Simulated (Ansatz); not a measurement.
Base system: LaNbO₄ (space group C2/c, No. 15).

```yaml
crystal:
  lattice:
    - [3.62358, -5.71078, 0.00000]
    - [3.62358, 5.71078, 0.00000]
    - [-3.33040, 0.00000, 3.93657]
  atoms:
    - { symbol: La, position: [0.63052, 0.36948, 0.75000] }
    - { symbol: La, position: [0.36948, 0.63052, 0.25000] }
    - { symbol: Nb, position: [0.10033, 0.89967, 0.75000] }
    - { symbol: Nb, position: [0.89967, 0.10033, 0.25000] }
    - { symbol: O, position: [0.79639, 0.73330, 0.30736] }
    - { symbol: O, position: [0.20361, 0.26670, 0.69264] }
    - { symbol: O, position: [0.26670, 0.20361, 0.19264] }
    - { symbol: O, position: [0.73330, 0.79639, 0.80736] }
    - { symbol: O, position: [0.05567, 0.64653, 0.83944] }
    - { symbol: O, position: [0.94433, 0.35347, 0.16056] }
    - { symbol: O, position: [0.35347, 0.94433, 0.66056] }
    - { symbol: O, position: [0.64653, 0.05567, 0.33944] }
```

Method: DFT with PBEsol, PAW potentials and a 420 eV plane-wave cutoff in Ansatz (a program for electronic structure), no SOC.

Before the change:

| Property | Value |
|---|---|
| Gap character | indirect, Γ → Y |
| Valence-band top at Γ | 0.00, -0.35, -0.55 eV |

Perturbation: cell and atoms relaxed at a pressure of 0.3 GPa.

Question: How does this affect the gap character?

Answer: The gap character remains indirect, Γ → Y.

Question: What does the calculation give for the valence-band top at Γ after the change?

Answer: The valence-band top at Γ (three highest levels, from the VBM) becomes 0.00, -0.35, -0.56 eV (base: 0.00, -0.35, -0.55 eV).

Load acts through the strain it causes; cell and atoms are relaxed under it. Whether these cells are dynamically stable was not tested.
